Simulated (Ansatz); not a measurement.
We consider Ca3SbN (Pm-3m, No. 221, 5 atoms in the cell; start mp-1013548), described by dielectric-dependent PBEsol hybrid in Ansatz (PAW).

Run with plane-wave cutoff 460 eV, 6×6×6 k mesh, Fermi–Dirac smearing 0.01 eV, scalar-relativistic PAW data made under PBE.

Cell (relaxed with PBEsol):

```xyz
5
Lattice="4.8030 0.0000 0.0000 0.0000 4.8030 0.0000 0.0000 0.0000 4.8030" Properties=species:S:1:pos:R:3 pbc="T T T"
Ca     0.0000     2.4015     2.4015
Ca     2.4015     0.0000     2.4015
Ca     2.4015     2.4015     0.0000
Sb     0.0000     0.0000     0.0000
N      2.4015     2.4015     2.4015
```

Task: Predict the band gap.

Result: 
band gap: 0.77 eV (on the SCF k mesh)

Spin–orbit coupling is not included.

Static lattice: no zero-point or thermal effects.

A start named mp-… is a Materials Project structure, which need not be a measured phase.

Ansatz is a program for electronic structure.
